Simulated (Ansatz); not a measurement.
Here is the system:

End structure of a constructed model of the (111) surface of fcc Pd, a layer of Zn in place of the third plane (bottom of the slab: a bare face, its two planes held):

```yaml
crystal:
  lattice:
    - [2.78861, 0.00000, 0.00000]
    - [-1.39431, 2.41501, 0.00000]
    - [0.00000, 0.00000, 27.50000]
  atoms:
    - { symbol: Pd, position: [0.33333, 0.66667, 0.29672] }
    - { symbol: Pd, position: [0.66667, 0.33333, 0.37952] }
    - { symbol: Pd, position: [0.00000, 0.00000, 0.46374] }
    - { symbol: Zn, position: [0.33333, 0.66667, 0.53888] }
    - { symbol: Pd, position: [0.66667, 0.33333, 0.61387] }
    - { symbol: Pd, position: [0.00000, 0.00000, 0.69793] }
```

Model: 6-atom slab, 11.2 Å thick at the start, 15x15x1 mesh, Fermi-Dirac 0.1 eV, dipole correction, 2 atoms held, the rest relaxed; held to the start's symmetry, so lower structures may exist; no spin, no spin-orbit, no U. In PBE it lies 0.15 eV a 1x1 cell over the lowest computed structure of the same composition (a layer of Zn in place of the second plane).

Problem. Estimate the work function of the top face that PBE in Ansatz (a first-principles code) returns for this input.

Solution. 5.30 eV
